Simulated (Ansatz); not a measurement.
ZnS under load (space group Imm2), Ansatz (a quantum-chemistry and plane-wave program) with r2SCAN with spin-orbit coupling, rigid bands. Condition of this run: uniaxial stress along [110] of 2 GPa (compression positive) (the target of the relaxation). Band gap 2.64 eV, N_c = 2.36e18 cm⁻³ and N_v = 2.02e19 cm⁻³ at 300 K, conductivity masses along z (a = (-0.03, 2.67, 2.73) Å; b = (2.67, -0.03, 2.73) Å; c = (2.64, 2.64, 0.00) Å) of 0.205 mₑ (electrons) and 0.825 mₑ (holes). Take k_BT = 0.02585 eV.

Q: Find the intrinsic carrier density and the intrinsic Fermi level.

A: n_i = √(N_c N_v) exp(−E_g/2k_BT) = 6.90e18 × exp(−51.06) = 4.6e-4 cm⁻³. The level lies (k_BT/2) ln(N_v/N_c) = 28 meV from mid-gap (positive towards the conduction band). Each 0.1 eV added to the gap lowers n_i by a factor of 6.9.

Q: What thermal injection velocity √(2k_BT/πm) limits a ballistic channel along the direction named?

A: 1.19e7 cm/s for electrons and 5.92e6 cm/s for holes, a ratio of √(m_h/m_e) = 2.01, for dilute carriers.

Rigid bands with the computed gap; masses take one relaxation time for all states.
